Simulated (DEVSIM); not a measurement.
System: abrupt GaAs n-p junction, at 300 K.

Layer 1 from the left is GaAs, thickness (μm) 99.0, Nd (cm⁻³) 2e17, τn (s) 4e-10, τp (s) 4e-10. Layer 2 from the left is GaAs, thickness (μm) 38.0, Na (cm⁻³) 4.8e14, τn (s) 4e-10, τp (s) 4e-10.

Left contact: ohmic. Right contact: ohmic. Voltage is applied to the left contact. Recombination: SRH at mid-gap, Auger. Mobility is μmin + (μ − μmin)/(1 + (N/Nref)^α).

Constants are typed, rounded textbook-type inputs, not results; the design itself was drawn at random and stands for no fabricated device. Values at 300 K.

GaAs: gap (eV) 1.424, affinity (eV) 4.07, permittivity 12.9, Nc (cm⁻³) 4.7e17, Nv (cm⁻³) 9e18, μn (cm²/Vs) 8500, μp (cm²/Vs) 400, μn,min 500, μp,min 20, Nref,n 6e16, Nref,p 1.5e17, αn 0.39, αp 0.38, Cn (cm⁶/s) 1e-30, Cp (cm⁶/s) 1e-30.

Model (solved in DEVSIM): 1D drift-diffusion, Boltzmann statistics, complete ionisation; no tunnelling, impact ionisation, image-force lowering or self-heating.

Problem. What does the simulation give for the dark forward voltage at 1 A/cm², the potential step across the device at zero bias?

Solution. dark forward voltage at 1 A/cm² 1.002 V; potential step across the device at zero bias 1.148 V.
